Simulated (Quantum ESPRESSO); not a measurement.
A series of runs on LaAlSi (I4_1md, 6 atoms in the cell)

```
CELL_PARAMETERS angstrom
     -2.14131     2.14131     7.23773
      2.14131    -2.14131     7.23773
      2.14131     2.14131    -7.23773
ATOMIC_POSITIONS crystal
  La 0.37503 0.87503 0.50000
  La 0.62503 0.62503 0.00000
  Al 0.20826 0.20826 0.00000
  Al 0.95826 0.45826 0.50000
  Si 0.79171 0.29171 0.50000
  Si 0.04171 0.04171 0.00000
```

Base run A: LDA (PZ), GBRV 1.5 ultrasoft (LDA) pseudopotentials (Quantum ESPRESSO 7.5), self-consistent single point.

Its settings: ecutwfc = 40 Ry; ecutrho = 200 Ry; occupations = smearing; smearing = fermi-dirac; degauss = 0.0073499 Ry; potentials = {La: la_lda_v1.uspp.F.UPF, Al: al_lda_v1.uspp.F.UPF, Si: si_lda_v1.uspp.F.UPF}; K_POINTS = automatic 9 9 9 0 0 0; conv_thr = 1e-11 Ry; mixing_beta = 0.4.

The starting cell comes from a database of computed structures (which also holds hypothetical and non-ambient phases and stackings), without a prior relaxation at this level. Its lattice was rescaled by a random factor within 2.5 % of one.

Run A gave: pressure (GPa) -1.26; largest force (eV/Å) 0.083.

Runs:
- B: pseudopotentials: {La: la_lda_v1.uspp.F.UPF, Al: al_lda_v1.uspp.F.UPF, Si: si_lda_v1.uspp.F.UPF} → {La: la_pbesol_v1.uspp.F.UPF, Al: al_pbesol_v1.uspp.F.UPF, Si: si_pbesol_v1.uspp.F.UPF} [PBEsol]
- C: pseudopotentials: {La: la_lda_v1.uspp.F.UPF, Al: al_lda_v1.uspp.F.UPF, Si: si_lda_v1.uspp.F.UPF} → {La: la_pbe_v1.uspp.F.UPF, Al: al_pbe_v1.uspp.F.UPF, Si: si_pbe_v1.uspp.F.UPF}; input_dft: default → blyp [BLYP]
- D: pseudopotentials: {La: la_lda_v1.uspp.F.UPF, Al: al_lda_v1.uspp.F.UPF, Si: si_lda_v1.uspp.F.UPF} → {La: la_pbe_v1.uspp.F.UPF, Al: al_pbe_v1.uspp.F.UPF, Si: si_pbe_v1.uspp.F.UPF}; input_dft: default → wc [Wu-Cohen GGA]
- E: pseudopotentials: {La: la_lda_v1.uspp.F.UPF, Al: al_lda_v1.uspp.F.UPF, Si: si_lda_v1.uspp.F.UPF} → {La: la_pbe_v1.uspp.F.UPF, Al: al_pbe_v1.uspp.F.UPF, Si: si_pbe_v1.uspp.F.UPF}; input_dft: default → rvv10 [rVV10]

Task: What does run C change against A?

Result: The pressure goes from -1.26 to 6.90 GPa and the largest force goes from 0.083 to 0.061 eV/Å.

Task: What does run B change against A?

Result: The pressure goes from -1.26 to 0.56 GPa and the largest force goes from 0.083 to 0.095 eV/Å.

```tsv
run	pressure (GPa)	largest force (eV/Å)
A	-1.26	0.083
B	0.56	0.095
C	6.90	0.061
D	0.90	0.092
E	4.12	0.081
```

Left out of this page: 3 runs of the series held back from this collection.
